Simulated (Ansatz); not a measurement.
Data:

```
CELL_PARAMETERS angstrom
      2.55408     0.00000     0.00000
     -1.27704     2.21190     0.00000
      0.00000     0.00000     4.22393
ATOMIC_POSITIONS crystal
  B  0.66667 0.33333 0.99925
  B  0.33333 0.66667 0.49925
  N  0.66667 0.33333 0.62595
  N  0.33333 0.66667 0.12595
```

No spin polarisation.

0.0239 electrons added to each cell, a density of 1.0×10^21 cm⁻³, with a uniform compensating background at fixed cell and a 300 K Fermi–Dirac width.

Method: PBE/PAW in Ansatz (a quantum-chemistry and plane-wave program), no spin-orbit coupling, earlier PAW set. Γ-centred 26×26×14 mesh, Fermi–Dirac width 0.0259 eV.

Q: Predict the gap between the host's bands, gap character and Fermi level from band edge.

A: 
* **Gap between the host's bands**: 5.12 eV
* **Gap character**: indirect, Γ → K
* **Fermi level relative to the doped band's edge (positive inside the band; to 0.05 eV)**: +0.50 eV

Carriers are added with a uniform compensating background; total energy and stress of such cells depend on the potential's zero and are not compared; many-body gap narrowing is missing at this level. Stability against distortions was not tested. The cell was made from BN in the wurtzite structure (space group P6_3mc, No. 186) by this change: electrons 1.0×10^21 cm⁻³.
